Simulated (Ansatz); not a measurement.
Quartz-high SiO2 (high-temperature phase) was calculated with r²SCAN (Ansatz, a program for electronic structure, plane waves, PAW).

Numerical settings: plane-wave cutoff 560 eV, 12×12×6 k mesh (along the axes of the cell as run), Fermi–Dirac smearing 0.01 eV, scalar-relativistic PAW data made under PBE.

The cell is the one relaxed with PBEsol. Conventional cell: a = 5.0809 Å, b = 5.0809 Å, c = 5.5585 Å, α = 90.00°, β = 90.00°, γ = 120.00°.

```yaml
crystal:
  lattice:
    - [5.08088, 0.00000, 0.00000]
    - [-2.54044, 4.40017, 0.00000]
    - [0.00000, 0.00000, 5.55845]
  atoms:
    - { symbol: Si, position: [0.00000, 0.50000, 0.33333] }
    - { symbol: Si, position: [0.50000, 0.00000, 0.00000] }
    - { symbol: Si, position: [0.50000, 0.50000, 0.66667] }
    - { symbol: O, position: [0.58442, 0.79221, 0.83333] }
    - { symbol: O, position: [0.79221, 0.58442, 0.50000] }
    - { symbol: O, position: [0.20779, 0.79221, 0.16667] }
    - { symbol: O, position: [0.41558, 0.20779, 0.83333] }
    - { symbol: O, position: [0.20779, 0.41558, 0.50000] }
    - { symbol: O, position: [0.79221, 0.20779, 0.16667] }
```

**Question.** List the 31 lowest band energies at Γ above −25 eV (eV, relative to the valence band maximum), grouping those that round alike.

**Answer.** At Γ: -20.33, -18.91 (×2), -18.33, -18.30 (×2), -8.60 (×2), -5.78, -5.47, -5.37 (×2), -2.92, -2.86 (×2), -2.57, -1.73, -1.72 (×2), -1.00 (×2), -0.45 (×2), -0.19, 6.23, 9.68 (×2), 10.03 (×2), 10.93, 11.85.

Note: symmetry holds this phase in the static calculation, where it need not be a minimum; held by symmetry at 0 K, a high-temperature phase can be a saddle point; cell and atoms aren't relaxed at this level (largest force component 0.14 eV/Å, pressure -2.4 GPa).
